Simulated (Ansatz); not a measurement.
We consider cubic perovskite KNiF3, described by rVV10 in Ansatz (PAW).

Input:

Ansatz 0.2 input:
```yaml
crystal:
  lattice:
    - [4.053007809, 0.0, 0.0]
    - [0.0, 4.053007809, 0.0]
    - [0.0, 0.0, 4.053007809]
  atoms:
    - { symbol: K, position: [0.0, 0.0, 0.0], spin: 0.0 }
    - { symbol: Ni, position: [0.5, 0.5, 0.5], spin: 2.0 }
    - { symbol: F, position: [0.5, 0.0, 0.5], spin: 0.0 }
    - { symbol: F, position: [0.0, 0.5, 0.5], spin: 0.0 }
    - { symbol: F, position: [0.5, 0.5, 0.0], spin: 0.0 }
basis:
  ecutwfc: 520
  ecutrho_ratio: 4
  xc_grid: 2
kpoints:
  mp_grid: { grid: [8, 8, 8] }
hamiltonian:
  xc: { exchange: rpw86, correlation: pbe }
  dispersion: rvv10
  pseudopotentials: { kind: paw }
scf:
  occupations: { method: fermi_dirac, width: 0.01 }
  convergence: { dr2_threshold: 0.0000000005 }
output:
  forces: true
  stress: true
  eigenvalues: true
magnetization:
  spin_polarized: true
```

The run printed, among other lines:

```
Crystal: 5 atoms, lattice volume = 66.578 Å³
Basis set: ecut = 520 eV, 1791 PW (Γ), exchange–correlation on 64×64×64 points (8 copies of the dense FFT grid, shifted against one another)
Bands: 30, of which v1, the nominal top of the filled ones, is band 24 counted from 1 (23 counted from 0)
Symmetry: 48 space group operations
Space group: Pm-3m (ITA 221), of the structure as read, at distance tolerance 4.1e-5 Å
k-points: 35 of 512
Initial density: superposition of atomic densities (chi_scale 0.1, normalization cell, long waves kept (reshape's long-wave potential 0.00 eV rms))
Functional: x = rpw86, c = pbe(β = 0.06672455060314922) + rvv10(b = 6.3, C = 0.0093)
spin=Collinear: Kerker preconditioning applied to the charge; magnetization (m = ρ↑ − ρ↓) channel mixes plain (no charge-response kernel on spin).
SCF 1 converged in 16 iterations: F = -9864.425805 eV  dr2 = 2.57e-10
SCF converged after 16 iterations
Magnetization: 2.0000 μB (25.0000 up, 23.0000 down)
Free energy (F): -9864.425805 eV
Internal energy: -9864.425805 eV  (E = F + TS)
E sigma→0 (E₀):  -9864.425805 eV
Fermi energy:    6.269967 eV
--- Forces (eV/Å), atoms counted from 1 ---
  atom   1  K      0.00000000     0.00000000     0.00000000
  atom   2  Ni     0.00000000     0.00000000    -0.00000000
  atom   3  F      0.00000000    -0.00000000    -0.00000000
  atom   4  F      0.00000000     0.00000000    -0.00000000
  atom   5  F      0.00000000    -0.00000000     0.00000000
--- Stress (GPa, compression-positive) ---
       -0.001604       0.000000       0.000000
        0.000000      -0.001604       0.000000
       -0.000000       0.000000      -0.001604
  P = ⅓ Tr σ = -0.0016 GPa (-0.016 kbar)
```

The PAW data were made under PBE.

The run is spin-polarised with parallel starting moments, which need not be the measured order.

Note: the magnetic order was assumed, not searched for or taken from measurement. Note: without U or exact exchange, gaps and moments of open d shells tend to come out too small.

Ansatz is a quantum-chemistry and plane-wave program.
